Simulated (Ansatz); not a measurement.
Abridged Ansatz (a program for electronic structure) output:

```
Relaxation: its limit of steps is 60 (relax.max_steps)
Pseudopotential: Ga, paw, valence charge 13
Pseudopotential: V, paw, valence charge 13
Pseudopotential: S, paw, valence charge 6
Crystal: 13 atoms, lattice volume = 214.231 Å³
Basis set: ecut = 420 eV, 4279 PW (Γ), exchange–correlation on 90×90×90 points (8 copies of the dense FFT grid, shifted against one another)
Bands: 70, of which v1, the nominal top of the filled ones, is band 57 counted from 1 (56 counted from 0)
Symmetry: 24 space group operations
k-points: 20 of 343 (time reversal used)
Functional: x = pbesol(κ = 0.804, μ = 0.12345679012345678), c = pbesol(β = 0.046)
SCF iter   1: F=—  HF=-22376.602423 eV  |F-HF|=—  |Δ(HF+E_count)|=         —  Δρ=6.38e-3  dr2=8.94e-2  ethr=1.77e-3  ⟨swp⟩=5.9  Hψ=5083  notcnv=0  defer=6
SCF iter   2: F=—  HF=-22376.584021 eV  |F-HF|=—  |Δ(HF+E_count)|=   1.84e-2  Δρ=3.30e-3  dr2=3.17e-2  ethr=7.91e-5  ⟨swp⟩=3.0  Hψ=2495  notcnv=0  defer=55
SCF 1 converged in 9 iterations: F = -22376.576585 eV  dr2 = 9.96e-9
relax step   1: F+E_penalty+E_count = -22376.57658456 eV  Δ(F+E_penalty+E_count) = +0.000e0 eV  max|allowed force component| = 2.029e-3 eV/Å  Δτ_max = 0.0000 Å  P = +0.285 GPa  Ω = 214.231 Å³  (9 SCF iters, dr2 threshold 1.00e-7 eV, accepted)
[... steps on the carried basis left out ...]
relax step   4: F+E_penalty+E_count = -22376.57373018 eV  Δ(F+E_penalty+E_count) = +1.640e-4 eV  max|allowed force component| = 2.478e-3 eV/Å  Δτ_max = 0.0000 Å  P = +0.684 GPa  Ω = 213.302 Å³  stress off target by 1.64e-2 GPa  SCF on the basis re-selected at this cell (its energy is not comparable with the rows above)  (6 SCF iters)
SCF converged after 6 iterations
Free energy (F): -22376.573730 eV
Internal energy: -22376.507451 eV  (E = F + TS)
E sigma→0 (E₀):  -22376.540591 eV
Entropy (-TS):   -0.066279 eV (-5.098 meV/atom)
Fermi energy:    10.009916 eV
--- Forces (eV/Å), atoms counted from 1 ---
  atom   1  Ga    -0.00000000     0.00000000     0.00000000
[...]
  atom  13  S     -0.00247760     0.00247760    -0.00247760
--- Stress (GPa, compression-positive) ---
        0.683586      -0.000000      -0.000000
       -0.000000       0.683586       0.000000
       -0.000000       0.000000       0.683586
  P = ⅓ Tr σ = 0.6836 GPa (6.836 kbar)
--- Relaxed structure (3 steps of the walk, 3 accepted, 1 SCFs on fresh bases) ---
  cell:  # Å, volume = 213.3024 Å³
    - [5.732293537007538e-34, 4.742295085420328, 4.742295085420328]
    - [4.742295085420328, 1.477657889539721e-33, 4.742295085420328]
    - [4.742295085420328, 4.742295085420328, 3.171869090477505e-33]
  atoms:
    - { symbol: Ga, position: [0.5, 0.5, 0.5] }
    - { symbol: V, position: [0.688301251069104, 0.10389958297696533, 0.10389958297696533] }
    - { symbol: V, position: [0.10389958297696536, 0.10389958297696536, 0.10389958297696536] }
    - { symbol: V, position: [0.10389958297696536, 0.10389958297696536, 0.688301251069104] }
    - { symbol: S, position: [0.3623885297952347, 0.912834410614296, 0.3623885297952346] }
    - { symbol: S, position: [0.912834410614296, 0.3623885297952347, 0.3623885297952346] }
    - { symbol: S, position: [0.3623885297952347, 0.3623885297952347, 0.3623885297952347] }
    - { symbol: S, position: [0.3623885297952347, 0.3623885297952347, 0.912834410614296] }
    - { symbol: V, position: [0.10389958297696533, 0.688301251069104, 0.10389958297696533] }
    - { symbol: S, position: [0.3926477281704439, 0.8691174239431851, 0.869117423943185] }
    - { symbol: S, position: [0.8691174239431851, 0.8691174239431851, 0.8691174239431851] }
    - { symbol: S, position: [0.8691174239431851, 0.8691174239431851, 0.3926477281704439] }
    - { symbol: S, position: [0.8691174239431851, 0.3926477281704439, 0.869117423943185] }
```

**Question.** What was computed, and what are the main results?

**Answer.** V4GaS8, 13 atoms in the cell, with PBEsol (Ansatz; PAW; 420 eV plane waves; no spin-orbit coupling), from a series relaxed to a target (pressure 0.7 GPa). The last SCF converged to F = -22376.573730 eV, or -1721.2749 eV per atom, at a pressure of 0.68 GPa. The total energy compares only with runs of the same code, potentials and settings.

Load acts through the strain it causes; cell and atoms are relaxed under it. Whether these cells are dynamically stable was not tested. All final runs are without spin polarisation. The cell was made from V$_{4}$GaS$_{8}$ (space group F-43m, No. 216) by this change: pressure 0.7 GPa.

Keys are those of Ansatz 0.2.
